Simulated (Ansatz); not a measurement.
Take ZnGeP$_{2}$ in the chalcopyrite structure (space group I-42d, No. 122) as the base.

```
CELL_PARAMETERS angstrom
     -2.71210     2.71210     5.35473
      2.71210    -2.71210     5.35473
      2.71210     2.71210    -5.35473
ATOMIC_POSITIONS crystal
  Zn 0.75000 0.25000 0.50000
  Zn 0.00000 0.00000 0.00000
  Ge 0.25000 0.75000 0.50000
  Ge 0.50000 0.50000 0.00000
  P  0.12667 0.12500 0.50167
  P  0.62333 0.62500 0.49833
  P  0.37500 0.87333 0.99833
  P  0.87500 0.37667 0.00167
```

Calculations: PBEsol in Ansatz (plane waves to 420 eV, PAW, no spin-orbit coupling).

For the base:

| Item | Value |
|---|---|
| Lattice parameter a | 542.4 pm |

Modification: S takes the place of P on all its sites, then cell and atoms are relaxed.

Tabulated Pauling electronegativity and covalent radius: P 2.19, 1.07 Å; S 2.58, 1.05 Å.

### Question
What does the calculation give for the lattice parameter a after the change?

### Answer
The lattice parameter a increases by 46.8 pm (542.4 pm → 589.2 pm).

No phonon test of stability was made. As relaxed here, ZnGeS2 is a hypothetical phase, not in the database extracts checked.

Ansatz is a first-principles code.
